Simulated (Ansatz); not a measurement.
## SnTe: stress against strain

SnTe (rock salt, Fm-3m, 32.304 Å³/atom at rest, cube axes along x, y and z) under a strain ε along a cube axis (axis z), the other axes held. r2SCAN in Ansatz, a plane-wave DFT program (PAW, default set), 500 eV, 13×13×13 Γ-centred mesh, Fermi-Dirac smearing 0.05 eV; ions are relaxed within the symmetry of each cell. Stress is positive for a compressed cell.

Here s stands for strain and y for stress zz.

| strain (%) | stress zz (GPa) |
|---|---|
| -1.50 | 2.08 |
| -1.00 | 1.34 |
| -0.50 | 0.65 |
| 0.00 | 0.00 |
| 0.50 | -0.61 |
| 1.00 | -1.19 |
| 1.50 | -1.72 |
| 3.00 | ? |

Task: Using a straight line, estimate the missing y at s = 3.00 from the other rows, showing the fit.

Result: Means: s 0, y 0.079. About the means, the sum of products is -8.8600 and the sum of squares of s is 7.0000; the slope is their ratio. Least squares gives y = 0.079 - 1.2657·s. Residuals (row less fit): 0.102, -0.005, -0.062, -0.079, -0.056, -0.003, 0.100; standard error 0.082 (degrees of freedom: 5). The slope gives the elastic constant C11 = 127 ± 3 GPa. At the withheld row, y = 0.079 - 1.2657 × 3.0 = -3.718 GPa. The calculation gives -3.13 GPa, 0.588 GPa above the prediction (11.3 % of the range of y in the table). The row lies outside the fitted rows, so this is an extrapolation. From the scatter of the fitted rows alone, a prediction at this place has a standard error of 0.128 GPa, so the miss is 4.6 times that.

One order more, fitted to all 13 runs of the series, follows each within 0.02, so the miss is the next term of a smooth law. SnTe stands in this structure, which distorts at low temperature. Rows are the converged runs of the series near zero and its far end; series whose fitted rows scatter by over a few per cent of the range, as at a crossing or softening among them, aren't shown in this form. Most that stay on the fit to the last digits aren't either.
